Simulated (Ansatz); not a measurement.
MgZnO2 (R-3m, No. 166, 4 atoms in the cell; start mp-1221939), treated with HSE06 in Ansatz (plane waves, PAW).

Run with plane-wave cutoff 460 eV, 10×10×10 k mesh, Fermi–Dirac smearing 0.01 eV, scalar-relativistic PAW data made under PBE.

Cell (relaxed with PBEsol):

```yaml
crystal:
  lattice:
    - [1.50283, 0.86766, 4.86936]
    - [-1.50283, 0.86766, 4.86936]
    - [0.00000, -1.73532, 4.86936]
  atoms:
    - { symbol: Mg, position: [0.00000, 0.00000, 0.00000] }
    - { symbol: Zn, position: [0.50000, 0.50000, 0.50000] }
    - { symbol: O, position: [0.25206, 0.25206, 0.25206] }
    - { symbol: O, position: [0.74794, 0.74794, 0.74794] }
```

Task: What does this level give for the band gap and smallest direct gap on the k points sampled?

Result: 
- band gap = 4.46 eV (on the SCF k mesh) (indirect)
- smallest direct gap on the k points sampled = 4.83 eV

Note: cell and atoms aren't relaxed at this level.

Static lattice: no zero-point or thermal effects.

The result took very roughly 7 core-minutes.

A start named mp-… is a Materials Project structure, which need not be a measured phase.

Ansatz is a first-principles code.
